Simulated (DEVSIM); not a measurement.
System: Schottky contact on n-type Ge, at 300 K.

Layer 1 from the left is Ge, thickness (μm) 1.10, Nd (cm⁻³) 1.8e16, τn (s) 5.9e-5, τp (s) 5.9e-5. Layer 2 from the left is Ge, thickness (μm) 15.0, Nd (cm⁻³) 2.5e18, τn (s) 5.9e-5, τp (s) 1.8e-6.

Left contact: Schottky, work function 4.53 eV, emission velocity 9.7e6 cm/s. Right contact: ohmic. Voltage is applied to the left contact. Recombination: SRH at mid-gap, Auger. Mobility is μmin + (μ − μmin)/(1 + (N/Nref)^α).

Constants are typed, rounded textbook-type inputs, not results; the design itself was drawn at random and stands for no fabricated device. Values at 300 K.

Ge: gap (eV) 0.664, affinity (eV) 4, permittivity 16, Nc (cm⁻³) 1.04e19, Nv (cm⁻³) 6e18, μn (cm²/Vs) 3900, μp (cm²/Vs) 1900, μn,min 150, μp,min 100, Nref,n 2.6e17, Nref,p 4e17, αn 0.56, αp 0.6, Cn (cm⁶/s) 1e-31, Cp (cm⁶/s) 1e-31.

Model (solved in DEVSIM): 1D drift-diffusion, Boltzmann statistics, complete ionisation; no tunnelling, impact ionisation, image-force lowering or self-heating. Metal contacts follow the ideal Schottky-Mott rule: no Fermi-level pinning, no interface dipoles.

Question: What does the simulation give for the dark forward voltage at 100 A/cm², the dark forward voltage at 1 A/cm²?

Answer: dark forward voltage at 100 A/cm² 0.226 V; dark forward voltage at 1 A/cm² 0.104 V.
